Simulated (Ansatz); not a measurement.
Effect of pressure 9 GPa on Te

Take Te (space group P3_121, No. 152; a = 4.521 Å, c = 5.955 Å; made of chains) as the base.

One thing is altered: cell and atoms relaxed at a pressure of 9 GPa.

Computed with Kohn–Sham DFT with the PBE functional, run in Ansatz (an electronic-structure program) with PAW and 420 eV plane waves, no SOC, earlier PAW set. Settings: 9×9×6 k-points, 0.05 eV Fermi–Dirac smearing.

```json
[
 {"quantity": "volume per atom", "base": "35.14 Å³", "changed": "28.31 Å³", "shift": "-6.83 Å³"},
 {"quantity": "density", "base": "6.03 g/cm³", "changed": "7.49 g/cm³", "shift": "+1.46 g/cm³"},
 {"quantity": "lattice parameter a", "base": "4.521 Å", "changed": "4.039 Å", "shift": "-0.482 Å"},
 {"quantity": "c/a ratio", "base": "1.317", "changed": "1.488", "shift": "+0.171"},
 {"quantity": "enthalpy H = E + PV relative to the base's energy", "base": "–", "changed": "+1.74 eV/atom", "shift": "–"},
 {"quantity": "band gap", "base": "0.23 eV", "changed": "zero", "shift": "–"}
]
```

Final structure:

```
CELL_PARAMETERS angstrom
      4.03918     0.00000     0.00000
     -2.01959     3.49803     0.00000
      0.00000     0.00000     6.00997
ATOMIC_POSITIONS crystal
  Te 0.30538 0.00000 0.33333
  Te 0.00000 0.30538 0.66667
  Te 0.69462 0.69462 0.00000
```

The mesh was chosen for an insulator and is coarse for the gapless case. With Te present, leaving out spin-orbit coupling can change the band edges. Load acts through the strain it causes; cell and atoms are relaxed under it. Stability against distortions was not tested. Competing high-pressure phases were not computed. No dispersion term is included, though the crystal is made of layers, chains or molecules, so its spacings can come out too wide. The zero or small gap of Te can change with the level of theory.
